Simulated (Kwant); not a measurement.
Device: quantum point contact (saddle potential) in a InSb two-dimensional gas. Effective mass 0.014 mₑ, grid spacing 12 nm, hard walls, nominal width 300 nm (25 grid rows, so walls 312 nm apart), one parabolic valley, scattering region 900 nm long along x; energies count from the band bottom; Fermi energy 0.013 eV. Potential (V0 + ½k y²) cos²(πx/L) for |x| < L/2, with V0 swept from 0.01365 to 0 eV, k = 1.4e-06 eV/nm², L = 410 nm.

The device is made up for the run: typed textbook-type constants, with dimensions and the other settings drawn at random.

Model: effective-mass tight-binding model on a square grid, one spin, coherent transport at 0 K (Kwant). Conductance is in e²/h.

### Question
Compare with the saddle-point formula G = Σ 1/(1 + exp(−2π(E − V0 − ħωy(n + ½))/ħωx)), taking ħωy = ħ√(k/m) and ħωx from the curvature along x of V0 plus half of the mode's confinement energy.

### Answer
ħωy = 2.76 meV; at V0 = 11.1 meV the lowest mode has ħωx = 2.74 meV.

```csv
V0 (meV),formula,simulation
12.9,0.067,0.068
11.1,0.78,0.79
9.30,1.26,1.28
7.52,2.00,2.01
5.74,2.72,2.77
3.96,3.16,3.20
```

The formula takes a parabolic saddle in the continuum; the run has the full potential on a grid.
